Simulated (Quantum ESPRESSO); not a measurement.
Input and output of a self-consistent single point for In₂O₃ (Ia-3, 40 atoms in the cell) (Quantum ESPRESSO).

Computed with PBE, GBRV 1.5 ultrasoft (PBE) pseudopotentials (plane waves; Quantum ESPRESSO).

```
In2O3
1.0
    5.14854     5.14854     5.14854
   -5.14854     5.14854     5.14854
   -5.14854    -5.14854     5.14854
In O
16 24
Direct
  0.00000   0.50000   0.00000
  0.50000   0.00000   0.00000
  0.00000   0.00000   0.50000
  0.50000   0.50000   0.50000
  0.53350   0.71650   0.75000
  0.96650   0.78350   0.25000
  0.21650   0.25000   0.46650
  0.28350   0.75000   0.03350
  0.25000   0.46650   0.78350
  0.75000   0.03350   0.71650
  0.46650   0.28350   0.25000
  0.03350   0.21650   0.75000
  0.78350   0.75000   0.53350
  0.71650   0.25000   0.96650
  0.75000   0.53350   0.21650
  0.25000   0.96650   0.28350
  0.76240   0.77370   0.76970
  0.73760   0.99270   0.96390
  0.04340   0.72630   0.53610
  0.45660   0.50730   0.73030
  0.00730   0.53610   0.23760
  0.22630   0.73030   0.26240
  0.49270   0.76970   0.95660
  0.27370   0.96390   0.54340
  0.23030   0.54340   0.99270
  0.03610   0.95660   0.77370
  0.46390   0.26240   0.50730
  0.26970   0.23760   0.72630
  0.23760   0.22630   0.23030
  0.26240   0.00730   0.03610
  0.95660   0.27370   0.46390
  0.54340   0.49270   0.26970
  0.99270   0.46390   0.76240
  0.77370   0.26970   0.73760
  0.50730   0.23030   0.04340
  0.72630   0.03610   0.45660
  0.76970   0.45660   0.00730
  0.96390   0.04340   0.22630
  0.53610   0.73760   0.49270
  0.73030   0.76240   0.27370
```

Reference input (self-consistent single point, DFT, PBE, plane waves, GBRV 1.5 ultrasoft (PBE) pseudopotentials): ecutwfc = 40 Ry; ecutrho = 200 Ry; occupations = smearing; smearing = methfessel-paxton; degauss = 0.0147 Ry; potentials = {In: in_pbe_v1.4.uspp.F.UPF, O: o_pbe_v1.2.uspp.F.UPF}; K_POINTS = automatic 2 2 2 0 0 0; conv_thr = 1e-10 Ry; mixing_beta = 0.4. This run's input differs from it in these lines:

```diff
@@ -20,3 +20,3 @@
 &electrons
- conv_thr = 1e-10
+ conv_thr = 7.3e-03
  mixing_beta = 0.4
```

Output (repeated stretches shortened):

```
     Self-consistent Calculation

     iteration #  1     ecut=    40.00 Ry     beta= 0.40

     total energy              =   -2907.98401654 Ry
     estimated scf accuracy    <      20.03194142 Ry

     iteration #  2     ecut=    40.00 Ry     beta= 0.40
     Minimization algorithm failed to find Fermi energy: reverting to bisection
     Possible cause: smearing is larger than the electronic band-gap.

     total energy              =   -2911.80462704 Ry
     estimated scf accuracy    <       1.55921304 Ry

     iteration #  3     ecut=    40.00 Ry     beta= 0.40

     total energy              =   -2911.95020879 Ry
     estimated scf accuracy    <       0.18960848 Ry

     iteration #  4     ecut=    40.00 Ry     beta= 0.40

     total energy              =   -2911.94645720 Ry
     estimated scf accuracy    <       0.03652199 Ry

     iteration #  5     ecut=    40.00 Ry     beta= 0.40
     End of self-consistent calculation

   [... 24 lines left out ...]

   [... 24 lines left out ...]

   [... 24 lines left out ...]

     the Fermi energy is     8.5854 ev

!    total energy              =   -2911.94888730 Ry
     estimated scf accuracy    <       0.00123460 Ry
     smearing contrib. (-TS)   =       0.00017288 Ry
     internal energy E=F+TS    =   -2911.94906019 Ry

     convergence has been achieved in   5 iterations

     Forces acting on atoms (cartesian axes, Ry/au):

     atom    1 type  1   force =     0.00000000   -0.00000000   -0.00000000
     atom    2 type  1   force =     0.00000000   -0.00000000    0.00000000
     atom    3 type  1   force =     0.00000000   -0.00000000    0.00000000
     atom    4 type  1   force =    -0.00000000    0.00000000    0.00000000
   [... lines left out ...]
     Total force =     0.054757     Total SCF correction =     0.035232
   [... lines left out ...]
     SCF correction compared to forces is large: reduce conv_thr to get better values

          total   stress  (Ry/bohr**3)                   (kbar)     P=      -17.40
  -0.00011830   0.00000000  -0.00000000          -17.40        0.00       -0.00
   0.00000000  -0.00011830   0.00000000            0.00      -17.40        0.00
  -0.00000000   0.00000000  -0.00011830           -0.00        0.00      -17.40

   JOB DONE.
```

The run converged in 5 iterations. Against the reference run the free energy stays essentially unchanged (within 1 meV/atom), the pressure goes from -1.86 to -1.74 GPa, the largest force stays at 0.275 eV/Å and the gap on the mesh goes from 0.926 to 0.905 eV. The full log also holds: “SCF correction compared to forces is large: reduce conv_thr to get better values”.

The starting cell was generated: these elements placed on a structure prototype, without a prior relaxation; it need not be a known phase or ordering of this composition. Its lattice was rescaled by a random factor within 2.5 % of one.

Cost on one core of a shared machine: roughly 3 min.
